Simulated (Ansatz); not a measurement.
This Ansatz (an electronic-structure program) input is the reference run, BAs in the zinc blende structure (space group F-43m, No. 216), computed with r2SCAN in Ansatz (plane waves to 500 eV, PAW, no SOC):

Ansatz 0.2 input:
```yaml
crystal:
  lattice:
    - [0, 2.3919293359, 2.3919293359]
    - [2.3919293359, 0, 2.3919293359]
    - [2.3919293359, 2.3919293359, 0]
  atoms:
    - { symbol: B, position: [0, 0, 0] }
    - { symbol: As, position: [0.25, 0.25, 0.25] }
basis: { ecutwfc: 500, ecutrho_ratio: 4, xc_grid: 4, fft_grid_basis: typed }
kpoints: { mp_grid: { grid: [12, 12, 12] } }
hamiltonian:
  xc: r2scan
  dispersion: none
  pseudopotentials: { kind: paw }
scf: { occupations: { method: fermi_dirac, width: 0.05 }, convergence: { dr2_threshold: 0.0000000002 } }
output: { forces: true, stress: true }
checkpoint: { write: state.ck, write_every: 1000 }
```

Write the input for this change: uniaxial strain ε_zz = +3.00 %, all other strain components held at zero, atoms relaxed at fixed cell.


Ansatz 0.2 input:
```yaml
crystal:
  lattice:
    - [0, 2.3919293359, 2.463687216]
    - [2.3919293359, 0, 2.463687216]
    - [2.3919293359, 2.3919293359, 0]
  atoms:
    - { symbol: B, position: [0, 0, 0] }
    - { symbol: As, position: [0.25, 0.25, 0.25] }
basis: { ecutwfc: 500, ecutrho_ratio: 4, xc_grid: 4, fft_grid_basis: typed }
kpoints: { mp_grid: { grid: [12, 12, 12] } }
hamiltonian:
  xc: r2scan
  dispersion: none
  pseudopotentials: { kind: paw }
scf: { occupations: { method: fermi_dirac, width: 0.05 }, convergence: { dr2_threshold: 0.0000000002 } }
relax: { f_tol: 0.005, max_steps: 50 }
output: { forces: true, stress: true }
checkpoint: { write: state.ck, write_every: 1000 }
```
This is the input that was run.

Stability against distortions was not tested.
